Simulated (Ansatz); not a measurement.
The structure below was relaxed with PBE/PAW in Ansatz (an electronic-structure program), no spin-orbit coupling, at pressure 5 GPa.

```
CELL_PARAMETERS angstrom
      0.00000     2.68952     2.68952
      2.68952     0.00000     2.68952
      2.68952     2.68952     0.00000
ATOMIC_POSITIONS crystal
  Se 0.00000 0.00000 0.00000
  Mg 0.50000 0.50000 0.50000
```

Problem. Find the space group and the Wyckoff positions.

Solution. Space group Fm-3m (No. 225); a = 5.379 Å, b = 5.379 Å, c = 5.379 Å, α = 90.00°, β = 90.00°, γ = 90.00°

| atom | site | symmetry | x | y | z |
|---|---|---|---|---|---|
| Se | 4a | m-3m | 0.0000 | 0.0000 | 0.0000 |
| Mg | 4b | m-3m | 0.5000 | 0.5000 | 0.5000 |

Problem. Describe the coordination.

Solution. The crystal has 8 atoms in its conventional cell. Lattice parameters: a = b = c = 5.379 Å, α = β = γ = 90.00°. Se is coordinated by 6 Mg at 2.690 Å (octahedral). Mg has 6 Se at 2.690 Å (octahedral). (Neighbours: up to the widest gap in distance over summed covalent radii, below 1.35, at either atom; cation-cation and far metal-metal contacts left out.)

Load acts through the strain it causes; cell and atoms are relaxed under it. Stability against distortions was not tested. No other phases were tried under pressure. The cell was made from MgSe in the rock salt structure (space group Fm-3m, No. 225) by this change: pressure 5 GPa.
